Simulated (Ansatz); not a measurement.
The starting structures come from a database of crystals and need not be the phases stable at ambient conditions.

 Where the default PAW files enter, the runs use the earlier of Ansatz's two default sets.

By PBEsol, the system below comes out a metal.

The ballistic (Sharvin) conductance counts the channels at the Fermi level: G/A = (e²/h) × channels of both spins per area.

Here is the system:

```yaml
crystal:
  lattice:
    - [2.91677, 0.00000, 0.00000]
    - [-1.45838, 2.52599, 0.00000]
    - [1.45838, 0.84200, 2.31008]
  atoms:
    - { symbol: V, position: [0.00000, 0.00000, 0.00000] }
    - { symbol: N, position: [0.00000, 0.50000, 0.50000] }
```

Space group of this cell: R-3m. The cell is strained (lengths along the current scaled by 0.97, ions clamped); by PBEsol its mean pressure is -2.4 GPa.

The current flows along the normal of the first two printed cell vectors, the (111) (indices of the unstrained crystal) plane of the conventional cell. No spin-orbit coupling; the value is a mean over 0.1 eV about the Fermi level.

Task: State the ballistic conductance per area according to PBEsol in Ansatz (a quantum-chemistry and plane-wave program).

Result: 1.9 × 10¹⁵ S/m² for both spins.
